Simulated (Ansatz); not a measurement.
The starting structures come from a database of crystals and need not be the phases stable at ambient conditions.

 Where the default PAW files enter, the runs use the earlier of Ansatz's two default sets.

Consider the following.

```
CELL_PARAMETERS angstrom
      7.05314     0.00000     0.00000
     -3.52657     6.10819     0.00000
      3.52657     2.03606     5.75886
ATOMIC_POSITIONS crystal
  Rb 0.50000 0.75000 0.75000
  Rb 0.50000 0.25000 0.25000
  Pt 0.00000 0.00000 0.00000
  Cl 0.00000 0.76586 0.76586
  Cl 0.00000 0.23414 0.23414
  Cl 0.00000 0.76586 0.23414
  Cl 0.00000 0.23414 0.76586
  Cl 0.46828 0.23414 0.76586
  Cl 0.53172 0.76586 0.23414
```

Space group of this cell: Fm-3m. The cell is taken as given.

Transport runs along the normal of the first two printed cell vectors, the (111) plane of the conventional cell.

The gap is the functional's own, uncorrected, and κ follows it; spin-orbit coupling is left out. Mid-gap values are interpolated between the computed energies.

Task: State the band gap and the smallest decay constant κ at mid-gap according to r2SCAN in Ansatz (an electronic-structure program).

Result: Gap 2.13 eV on a 6×6×6 mesh; κ = 0.357 1/Å, at (0.500, 0.000) of the in-plane reciprocal vectors. At the zone centre, at the nearest computed energy, the slowest state has κ = 0.41 1/Å.
